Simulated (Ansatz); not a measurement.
System: Nb₂B₂Ge (model structure, started from the Ti2InB2 type, P-6m2, No. 187, 5 atoms in the cell). Method: r²SCAN (Ansatz, a first-principles code, PAW).

Run with plane-wave cutoff 560 eV, 24×24×8 k mesh (along the axes of the cell as run), Fermi–Dirac smearing 0.05 eV, no spin polarisation, scalar-relativistic PAW data made under PBE.

Cell (relaxed at this level):

```cif
data_B2GeNb2
_chemical_formula_sum 'Nb2 Ge1 B2'
_space_group_name_H-M_alt 'P 1'
_space_group_IT_number 1
_cell_length_a 3.17777
_cell_length_b 3.17777
_cell_length_c 7.07089
_cell_angle_alpha 90.000
_cell_angle_beta 90.000
_cell_angle_gamma 120.000
loop_
_space_group_symop_operation_xyz
  'x, y, z'
loop_
_atom_site_label
_atom_site_type_symbol
_atom_site_fract_x
_atom_site_fract_y
_atom_site_fract_z
_atom_site_occupancy
Nb1 Nb 0.33333 0.66667 0.72053 1
Nb2 Nb 0.33333 0.66667 0.27947 1
Ge1 Ge 0.00000 0.00000 0.00000 1
B1 B 0.00000 0.00000 0.50000 1
B2 B 0.66667 0.33333 0.50000 1
```

### Question
Give the computed bulk modulus.

### Answer

* **bulk modulus**: 222 GPa

Note: the run has no spin polarisation, so it can have missed a magnetic state; the bulk modulus is −V dP/dV from two relaxed cells at ±2 % in volume; the relaxation could raise the start's symmetry but not lower it, so the cell can be a saddle point.

The computed numbers hold no vibrational or temperature effects.

Computing time: very roughly 7 core-minutes.

A model structure was made by putting elements into a prototype or built by hand; it is no filed structure, need not be a known phase, and can be a saddle point held by its symmetry.
